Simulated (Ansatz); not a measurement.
**Convergence series on AgRh3 (Pm-3n, 8 atoms in the cell)**

```yaml
crystal:
  lattice:
    - [4.76181, 0.00000, 0.00000]
    - [0.00000, 4.76181, 0.00000]
    - [0.00000, 0.00000, 4.76181]
  atoms:
    - { symbol: Rh, position: [0.25000, 0.00000, 0.50000] }
    - { symbol: Rh, position: [0.75000, 0.00000, 0.50000] }
    - { symbol: Rh, position: [0.00000, 0.50000, 0.25000] }
    - { symbol: Rh, position: [0.00000, 0.50000, 0.75000] }
    - { symbol: Rh, position: [0.50000, 0.25000, 0.00000] }
    - { symbol: Rh, position: [0.50000, 0.75000, 0.00000] }
    - { symbol: Ag, position: [0.00000, 0.00000, 0.00000] }
    - { symbol: Ag, position: [0.50000, 0.50000, 0.50000] }
```

Method: PBE (plane waves, PAW; Ansatz, a program for electronic structure).

The starting cell was generated: these elements placed on a structure prototype, without a prior relaxation; it need not be a known phase or ordering of this composition. Its lattice was rescaled by a random factor within 2.5 % of one. Spin polarisation is off. In the base run, with a pressure of about 33 GPa the cell is away from its equilibrium volume at this level. Ansatz's pressure includes its estimate of the finite-basis (Pulay) stress.

Held fixed: hamiltonian.xc = pbe; hamiltonian.pseudopotentials = {kind: paw} (the program's default PAW files); scf.occupations.method = cold; scf.occupations.width = 0.1 eV.

ΔF is the free energy per atom less that of the last row (17 17 17).

```tsv
kpoints.mp_grid.grid	ΔF (meV/atom)	pressure (GPa)	k-points	iterations
1 1 1	-309.2	23.72	1	10
2 2 2	-120.6	32.82	4	8
3 3 3	30.8	34.27	4	6
4 4 4	23.0	33.49	10	8
5 5 5	-14.0	33.06	10	7
6 6 6	-3.8	33.59	20	7
7 7 7	8.7	33.62	20	7
8 8 8	1.46	33.37	35	7
9 9 9	-4.1	33.39	35	7
11 11 11	2.8	33.46	56	7
14 14 14	1.17	33.52	120	7
17 17 17	0.00	33.49	165	7
```

Pressure within 0.2 GPa of the last row: from kpoints.mp_grid.grid = 6 6 6 on; the one before it is off by 0.43 GPa. The value it settles on is 33.5 GPa at this level of theory and with the other settings as held.

Energy within 10 meV/atom of the last row: from kpoints.mp_grid.grid = 6 6 6 on; the one before it is off by 14 meV/atom.

Keys are those of Ansatz 0.2.
